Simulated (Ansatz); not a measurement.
## WGe2 (space group Fm-3m, No. 225; a hypothetical phase, not in the database extracts checked)

```
CELL_PARAMETERS angstrom
      0.00000     3.06351     3.06351
      3.06351     0.00000     3.06351
      3.06351     3.06351     0.00000
ATOMIC_POSITIONS crystal
  W  0.00000 0.00000 0.00000
  Ge 0.25000 0.25000 0.25000
  Ge 0.75000 0.75000 0.75000
```

The values are results of PBE (Ansatz, an electronic-structure program), scalar-relativistic without spin-orbit coupling, earlier PAW set, not measurements. Γ-centred 13×13×13 mesh, Fermi–Dirac width 0.05 eV.

The volume per atom is 19.17 Å³ and the density comes out as 9.50 g/cm³. The band gap is zero and the total energy is -6324.599 eV/atom (σ→0; compares only within this code and set-up).

Stability against distortions was not tested. The final runs are not spin-polarised. WGe2 has a high density of states at the Fermi level and may be magnetic at this level.
